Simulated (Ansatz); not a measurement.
**WC: response to strain**

The reference is WC (space group P-6m2, No. 187; a = 2.913 Å, c = 2.835 Å; relaxed with 0.1 eV smearing).

Strains are applied to the cell and any free atomic positions relax.

The values are results of r2SCAN in Ansatz (plane waves to 500 eV, PAW, no spin-orbit coupling), not measurements.

Notes on the quantities. pressure: mean of the normal stresses, compression positive.

```csv
isotropic strain (%),pressure (GPa)
-3.88,61.5
-3.67,57.3
-0.89,?
0,0.0
1.75,-18.9
```

Task: Fit P = P₀ − Bδ + Cδ² with δ = (1 + ε)³ − 1 to the rows shown and predict the withheld row.

Result: Least squares on the printed values gives P₀ = 0.0 GPa, B = 416 GPa (at held cell shape), C = 1180 GPa (largest residual 0.1 GPa); this predicts 11.8 GPa, and the run gives 11.5 GPa, 0.3 lower.

No phonon test of stability was made. All final runs are without spin polarisation.

Ansatz is a quantum-chemistry and plane-wave program.
